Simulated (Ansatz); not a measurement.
Take Rh in the fcc (Cu type) structure (space group Fm-3m, No. 225; a = 3.830 Å) as the base.

Method: PBE/PAW in Ansatz (a quantum-chemistry and plane-wave program), no SOC, earlier PAW set.

For the base:

- Lattice parameter a = 3.830 Å

Perturbation: a hydrostatic pressure of 50 GPa.

Predict the new lattice parameter a.

The lattice parameter a drops by 0.171 Å (3.830 Å → 3.659 Å).

Load acts through the strain it causes; cell and atoms are relaxed under it. Stability against distortions was not tested. Competing high-pressure phases were not computed. The final runs are not spin-polarised.
